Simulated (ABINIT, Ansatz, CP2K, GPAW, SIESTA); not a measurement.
## One structure in several programs: KCl (Fm-3m, 2 atoms in the cell)

Band-structure calculation.

```yaml
crystal:
  lattice:
    - [0.00000, 3.14500, 3.14500]
    - [3.14500, 0.00000, 3.14500]
    - [3.14500, 3.14500, 0.00000]
  atoms:
    - { symbol: K, position: [0.00000, 0.00000, 0.00000] }
    - { symbol: Cl, position: [0.50000, 0.50000, 0.50000] }
```

Shared settings, as Ansatz (a first-principles code) writes them: kpoints.mp_grid.grid = 6 6 6; scf.occupations.method = fermi_dirac; scf.occupations.width = 0.05 eV. Potentials and cutoffs stand in the table.

| code | model | gap along the path (eV) | smallest direct gap (eV) | cutoff |
|---|---|---|---|---|
| SIESTA | GGA PBE, numerical atomic orbitals DZP, PseudoDojo PBE standard norm-conserving potentials (rewritten from UPF to PSML) | 5.07 | 5.07 | grid 350 Ry |
| CP2K | PBE, GPW, DZVP-MOLOPT-SR-GTH basis, GTH-PBE potentials (GTH_POTENTIALS) | 5.18 | 5.18 | grid 500 Ry |
| GPAW | PBE, GPAW PAW datasets PBE (gpaw-data 1.0.1) | 5.20 | 5.20 | 600 eV |
| Ansatz | PBE, default PAW files | 5.19 | 5.19 | 420 eV |
| ABINIT | PBE, PAW (JTH v2.0 PBE PAW) | 5.19 | 5.19 | 707 eV |

The spread over the programs that give each value: gap along the path within 0.13 eV; smallest direct gap within 0.13 eV.

SIESTA and CP2K use small atom-centred bases, whose incompleteness enters pressures, forces and empty levels differently from a plane-wave cutoff.

The starting cell has typed, rounded lattice constants, without a prior relaxation at this level.

Left out of this page: Quantum ESPRESSO, Elk and FLEUR (not drawn, or without a comparable value).

Keys are those of Ansatz 0.2.
